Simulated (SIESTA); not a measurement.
Input and output of a self-consistent single point for TlIO3 (R3m, 5 atoms in the cell) (SIESTA)

Method of the run: LDA PW92, numerical atomic orbitals DZP, PseudoDojo LDA standard norm-conserving potentials (rewritten from UPF to PSML) run with SIESTA.

Input:

```
# files in the folder: Tl.psml I.psml O.psml (PseudoDojo LDA standard)
SystemName  TlIO3
SystemLabel TlIO3

NumberOfAtoms                5
NumberOfSpecies              3
%block ChemicalSpeciesLabel
  1 81 Tl
  2 53 I
  3 8 O
%endblock ChemicalSpeciesLabel
LatticeConstant              1.0 Bohr
%block LatticeVectors
     5.972001316    3.447935705    5.033094671
    -5.972001316    3.447935705    5.033094671
     0.000000000   -6.895875190    5.033094671
%endblock LatticeVectors
AtomicCoordinatesFormat      Fractional
%block AtomicCoordinatesAndAtomicSpecies
     0.008750000    0.008750000    0.008750000  1
     0.501860000    0.501860000    0.501860000  2
     0.903280000    0.461890000    0.461890000  3
     0.461890000    0.903280000    0.461890000  3
     0.461890000    0.461890000    0.903280000  3
%endblock AtomicCoordinatesAndAtomicSpecies

XC.functional                LDA
XC.authors                   PW92
PAO.BasisSize                DZP
PAO.EnergyShift              0.005 Ry
MeshCutoff                   350 Ry
%block kgrid.MonkhorstPack
    3   0   0  0.0
    0   3   0  0.0
    0   0   3  0.0
%endblock kgrid.MonkhorstPack
OccupationFunction           FD
ElectronicTemperature        20.0 meV

MaxSCFIterations             150
SCF.Mixer.Method             Pulay
SCF.Mixer.Weight             0.1
SCF.Mixer.History            6
SCF.DM.Tolerance             1.0E-04
Diag.ParallelOverK           true
WriteForces                  true
```

The program printed (abridged):

```
reinit: Reading from file input.fdf

reinit: System Name: TlIO3
reinit: System Label: TlIO3

coor:   Atomic-coordinates input format  =     Fractional

siesta: Atomic coordinates (Bohr) and species
siesta:      0.00000  -0.00000   0.13212  1        1
siesta:      0.00000  -0.00000   7.57773  2        2
siesta:      2.63598   1.52188   9.19577  3        3
siesta:     -2.63598   1.52188   9.19577  3        4
siesta:      0.00000  -3.04377   9.19577  3        5

siesta: System type = bulk

initatomlists: Number of atoms, orbitals, and projectors:      5    70    89

siesta: ******************** Simulation parameters ****************************
redata: Spin configuration                          = none
redata: Time-Reversal Symmetry                      = T
redata: Number of Atomic Species                    =        3
redata: Mesh Cutoff                                 =   350.0000 Ry
redata: Net charge of the system                    =     0.0000 |e|
redata: Min. number of SCF Iter                     =        0
redata: Max. number of SCF Iter                     =      150
redata: SCF convergence failure will abort job
redata: SCF mix quantity                            = Hamiltonian
redata: Mix DM or H after convergence               =   F
redata: Recompute H after scf cycle                 =   F
redata: Mix DM in first SCF step                    =   T
redata: No kicks to SCF
redata: DM Mixing Weight for Kicks                  =     0.5000
redata: Require Harris convergence for SCF          =   F
redata: Harris energy tolerance for SCF             =     0.000100 eV
redata: Require DM convergence for SCF              =   T
redata: DM tolerance for SCF                        =     0.000100
redata: Require EDM convergence for SCF             =   F
redata: EDM tolerance for SCF                       =     0.001000 eV
redata: Require H convergence for SCF               =   T
redata: Hamiltonian tolerance for SCF               =     0.001000 eV
redata: Require (free) Energy convergence for SCF   =   F
redata: (free) Energy tolerance for SCF             =     0.000100 eV
redata: Using DFT-D3 dispersion                     =   F
redata: Using Saved Data (generic)                  =   F
redata: Method of Calculation                       = Diagonalization
redata: Electronic Temperature                      =   232.0904 K
redata: Number of TDED substeps                     =        3
redata: Dynamics option                             = Single-point calculation
redata: Save all siesta data in one NC              =   F
redata: ***********************************************************************

%block SCF.Mixers
  Pulay
%endblock SCF.Mixers

%block SCF.Mixer.Pulay
  # Mixing method
  method pulay
  variant stable

  # Mixing options
  weight 0.1000
  weight.linear 0.1000
  history 6
%endblock SCF.Mixer.Pulay

DM_history_depth set to one: no extrapolation allowed by default for geometry relaxation
Size of DM history Fstack: 1
Total number of electrons:    38.000000
Total ionic charge:    38.000000

* ProcessorY, Blocksize:    1  64

* Orbital distribution balance (max,min):    70    70

 Kpoints in:           18 . Kpoints trimmed:           14

siesta: k-grid: Number of k-points = 14
siesta: k-points from Monkhorst-Pack grid
siesta: k-cutoff (effective) =     6.777 Ang
siesta: k-point supercell and displacements
siesta: k-grid:     3     0     0      0.000
siesta: k-grid:     0     3     0      0.000
siesta: k-grid:     0     0     3      0.000

diag: Algorithm                                     = D&C
diag: Parallel over k                               =   F
diag: Use parallel 2D distribution                  =   F
diag: Parallel block-size                           = 64
diag: Parallel distribution                         =     1 x     1
diag: Used triangular part                          = Lower
diag: Absolute tolerance                            =  0.100E-15
diag: Orthogonalization factor                      =  0.100E-05
diag: Memory factor                                 =  1.0000

superc: Internal auxiliary supercell:     5 x     5 x     5  =     125
superc: Number of atoms, orbitals, and projectors:    625   8750  11125

                        Single-point calculation

superc: Internal auxiliary supercell:     5 x     5 x     5  =     125
superc: Number of atoms, orbitals, and projectors:    625   8750  11125

outcell: Unit cell vectors (Ang):
        3.160247    1.824569    2.663399
       -3.160247    1.824569    2.663399
        0.000000   -3.649140    2.663399

outcell: Cell vector modules (Ang)   :    4.517733    4.517733    4.517734
outcell: Cell angles (23,13,12) (deg):     88.7771     88.7771     88.7771
outcell: Cell volume (Ang**3)        :     92.1444
new_DM -- step:     1
Initializing Density Matrix...

Attempting to read DM from file... Failed...
DM filled with atomic data:

InitMesh: MESH = 54 x 54 x 54 = 157464
InitMesh: Mesh cutoff (required, used) =   350.000   395.217 Ry

stepf: Fermi-Dirac step function

        iscf     Eharris(eV)        E_KS(eV)     FreeEng(eV)     dDmax    Ef(eV) dHmax(eV)
   scf:    1    -3308.705185    -3336.554482    -3336.554482  1.495381 -5.886047  8.876436
   scf:    2    -3345.261048    -3341.187693    -3341.187693  0.078194 -5.641599  5.907135
   scf:    3    -3347.185832    -3345.735612    -3345.735612  0.140412 -5.380550  1.660245
   scf:    4    -3345.090933    -3345.558160    -3345.558160  0.109905 -5.915187  1.762848
   scf:    5    -3346.012476    -3345.886666    -3345.886666  0.034937 -5.889591  0.280600
   scf:    6    -3345.758436    -3345.845038    -3345.845038  0.018049 -5.822552  0.753907
   scf:    7    -3345.908702    -3345.891931    -3345.891931  0.018266 -5.898729  0.032268
   scf:    8    -3345.892240    -3345.892119    -3345.892119  0.002417 -5.888907  0.019998
   scf:    9    -3345.892125    -3345.892148    -3345.892148  0.000722 -5.892828  0.011170
   scf:   10    -3345.892169    -3345.892161    -3345.892161  0.000498 -5.891019  0.002152
   scf:   11    -3345.892162    -3345.892162    -3345.892162  0.000047 -5.890846  0.000254

SCF Convergence by DM+H criterion
max |DM_out - DM_in|         :     0.0000470704
max |H_out - H_in|      (eV) :     0.0002536104
SCF cycle converged after 11 iterations

Using DM_out to compute the final energy and forces

siesta: E_KS(eV) =            -3345.8922

siesta: E_KS - E_eggbox =     -3345.8922

siesta: Atomic forces (eV/Ang):
     1   -0.000000    0.000000    0.120936
     2    0.000000   -0.000010   -2.585348
     3    1.732144    1.000054    0.820095
     4   -1.732144    1.000054    0.820095
     5    0.000000   -2.000097    0.820089
   Tot   -0.000000   -0.000000   -0.004134
   Max    2.585348
   Res    1.175232    sqrt( Sum f_i^2 / 3N )
   Max    2.585348    constrained

Stress tensor Voigt[x,y,z,yz,xz,xy] (kbar):      -29.24      -29.24        4.51       -0.00        0.00        0.00
(Free)E + p*V (eV/cell)    -3344.8573
Target enthalpy (eV/cell)    -3345.8922

siesta: Program's energy decomposition (eV):
siesta: Ebs     =      -513.734965
siesta: Eions   =      4362.147522
siesta: Ena     =       567.074113
siesta: Ekin    =      1837.377189
siesta: Enl     =      -446.880557
siesta: Eso     =         0.000000
siesta: Edftu   =         0.000000
siesta: DEna    =        12.260205
siesta: DUscf   =         2.968358
siesta: DUext   =         0.000000
siesta: Ex      =      -863.847588
siesta: Ec      =       -92.696358
siesta: Exc     =      -956.543946
siesta: Eharris =     -3345.892162
siesta: Etot    =     -3345.892162
siesta: FreeEng =     -3345.892162

siesta: Atomic forces (eV/Ang):
siesta:      1   -0.000000    0.000000    0.120936
siesta:      2    0.000000   -0.000010   -2.585348
siesta:      3    1.732144    1.000054    0.820095
siesta:      4   -1.732144    1.000054    0.820095
siesta:      5    0.000000   -2.000097    0.820089
siesta: ----------------------------------------
siesta:    Tot   -0.000000   -0.000000   -0.004134

siesta: Stress tensor (static) (eV/Ang**3):
siesta:    -0.018252    0.000000    0.000000
siesta:     0.000000   -0.018252   -0.000000
siesta:     0.000000   -0.000000    0.002812

siesta: Cell volume =         92.144403 Ang**3

siesta: Pressure (static):
siesta:                Solid            Molecule  Units
siesta:           0.00012232         -0.00032265  Ry/Bohr**3
siesta:           0.01123081         -0.02962391  eV/Ang**3
siesta:          17.99373562        -47.46273099  kBar
```

The run converged in 11 iterations.

The starting cell comes from a database of computed structures (which also holds hypothetical and non-ambient phases and stackings), without a prior relaxation at this level. Its lattice was rescaled by up to half a per cent. Values carry the incompleteness of an atom-centred basis. Forces in this geometry exceed 1 eV/Å.
